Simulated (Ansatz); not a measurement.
# KF: band gap against strain

KF (rock salt, Fm-3m, 18.681 Å³/atom at rest, cube axes along x, y and z) under an equal strain ε along all three axes. PBEsol in Ansatz, a plane-wave DFT program (PAW, default set), 420 eV, 11×11×11 Γ-centred mesh, Fermi-Dirac smearing 0.05 eV; ions are relaxed within the symmetry of each cell. Gaps are the smallest over the k-mesh and a band path, without spin-orbit coupling; in all rows the valence edge lies at Γ and the conduction edge at Γ.

Here s stands for strain and Eg for gap.

| strain (%) | gap (eV) |
|---|---|
| -3.00 | ? |
| -1.50 | 6.390 |
| -1.00 | 6.308 |
| -0.50 | 6.229 |
| 0.00 | 6.151 |
| 0.50 | 6.076 |
| 1.00 | 6.002 |
| 1.50 | 5.930 |

The 7 complete rows are fitted with a straight line, Eg against s. Means: s 0, Eg 6.1551. About the means, the sum of products is -1.0725 and the sum of squares of s is 7.0000; the slope is their ratio. Least squares gives Eg = 6.1551 - 0.15321·s. Residuals (row less fit): 0.0051, -0.0003, -0.0027, -0.0041, -0.0025, 0.0001, 0.0047; standard error 0.0040 (degrees of freedom: 5). Over these rows the gap moves by -15 ± 0.1 eV per unit strain, or -5.1 eV per unit of ln V.

Problem. Estimate the missing Eg (s = -3.00); what did the run itself give?

Solution. Eg = 6.1551 - 0.15321 × (-3.0) = 6.6147 eV. The calculation gives 6.645 eV, 0.0303 eV above the prediction (4.2 % of the range of Eg in the table). The row lies outside the fitted rows, so this is an extrapolation. From the scatter of the fitted rows alone, a prediction at this place has a standard error of 0.0062 eV, so the miss is 4.9 times that.

One order more, fitted to all 13 runs of the series, follows each within 0.001, so the miss is the next term of a smooth law. Other structures, which can take over under pressure, weren't tried. Rows are the converged runs of the series near zero and its far end; series whose fitted rows scatter by over a few per cent of the range, as at a crossing or softening among them, aren't shown in this form. Most that stay on the fit to the last digits aren't either.
